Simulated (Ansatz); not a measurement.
# Alloy series in hypothetical CdI2 type HfO2

The reference is HfO$_{2}$ in the CdI2 type structure (space group P-3m1, No. 164; a = 3.240 Å, c = 4.661 Å; a hypothetical phase, not in the database extracts checked; layered, stacked along the Cartesian z axis).

The other end (x = 1) is TiO2 in the CdI2 type structure (space group P-3m1, No. 164; a hypothetical phase, not in the database extracts checked; layered, stacked along the Cartesian z axis): 11.57 Å³/atom, gap 2.51 eV; this end may not be an ambient phase.

Ti replaces a fraction x of Hf; each row is one arrangement (x, atoms in the cell, starting space group or random), fully relaxed.

Calculations: PBE-D3(BJ) (Ansatz, a program for electronic structure; PAW; 420 eV plane waves; no spin-orbit coupling).

Candidates:
(a) x(Ti) = 0.75, 12 atoms, P2/m
(b) x(Ti) = 0.5, 12 atoms, P2_1/m
(c) x(Ti) = 0.25, 12 atoms, C2/m

Base values:

* **Band gap**: 4.48 eV

**Question.** Order them by band gap, lowest first.

**Answer.** (a) x(Ti) = 0.75, 12 atoms, P2/m (2.39 eV), (b) x(Ti) = 0.5, 12 atoms, P2_1/m (2.91 eV), (c) x(Ti) = 0.25, 12 atoms, C2/m (3.09 eV)

These are small ordered cells, not random alloys; other orderings at the same x differ. Spin-orbit coupling, missing from the scalar runs, can matter with Hf. No phonon test of stability was made. All final runs are without spin polarisation.
